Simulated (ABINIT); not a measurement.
# Parameter sweep on Ge2Sb2Te5 (P-3m1, 9 atoms in the cell)

```yaml
crystal:
  lattice:
    - [4.18337, 0.00000, 0.00000]
    - [-2.09169, 3.62291, 0.00000]
    - [0.00000, 0.00000, 17.65533]
  atoms:
    - { symbol: Ge, position: [0.00000, 0.00000, 0.33225] }
    - { symbol: Ge, position: [0.00000, 0.00000, 0.66775] }
    - { symbol: Sb, position: [0.33333, 0.66667, 0.11266] }
    - { symbol: Sb, position: [0.66667, 0.33333, 0.88734] }
    - { symbol: Te, position: [0.00000, 0.00000, 0.00000] }
    - { symbol: Te, position: [0.33333, 0.66667, 0.79011] }
    - { symbol: Te, position: [0.66667, 0.33333, 0.20989] }
    - { symbol: Te, position: [0.33333, 0.66667, 0.41104] }
    - { symbol: Te, position: [0.66667, 0.33333, 0.58896] }
```

Base run A: LDA (PW92), norm-conserving pseudopotentials (PseudoDojo nc-sr-04 LDA standard) run with ABINIT, self-consistent single point.

Its settings: pseudos = [Ge.upf, Sb.upf, Te.upf]; ecut = 1143 eV; occopt = 7; tsmear = 0.00183747 Ha; ngkpt = 5 5 1; nshiftk = 1; shiftk = 0 0 0; potentials = PseudoDojo nc-sr-04 LDA standard; nband = 85; kptopt = 1; nstep = 50; tolvrs = 1e-12.

The starting cell comes from a database of computed structures (which also holds hypothetical and non-ambient phases and stackings), without a prior relaxation at this level. Its lattice was rescaled by a random factor within 2.5 % of one. Spin-orbit coupling is off.

ΔF is the free energy per atom less that of run A. 

Run A gave: pressure (GPa) -1.07; largest force (eV/Å) 0.145; gap on the mesh (eV) 0.199; iterations 20.

Runs:
- B: diemac = 1
- C: diemac = 2
- D: diemac = 5
- E: diemac = 12

Which runs reach the base run's state, and which is quickest in iterations?

Runs B, C, D, E reached the same state as A (within 1 meV/atom). The fewest iterations to that state were 18 (E); the most were 27.

```json
[
 {"run": "A", "ΔF (meV/atom)": "0.00", "pressure (GPa)": "-1.07", "largest force (eV/Å)": "0.145", "gap on the mesh (eV)": "0.199", "iterations": "20"},
 {"run": "B", "ΔF (meV/atom)": "0.00", "pressure (GPa)": "-1.07", "largest force (eV/Å)": "0.145", "gap on the mesh (eV)": "0.199", "iterations": "27"},
 {"run": "C", "ΔF (meV/atom)": "0.00", "pressure (GPa)": "-1.07", "largest force (eV/Å)": "0.145", "gap on the mesh (eV)": "0.199", "iterations": "21"},
 {"run": "D", "ΔF (meV/atom)": "0.00", "pressure (GPa)": "-1.07", "largest force (eV/Å)": "0.145", "gap on the mesh (eV)": "0.199", "iterations": "19"},
 {"run": "E", "ΔF (meV/atom)": "0.00", "pressure (GPa)": "-1.07", "largest force (eV/Å)": "0.145", "gap on the mesh (eV)": "0.199", "iterations": "18"}
]
```
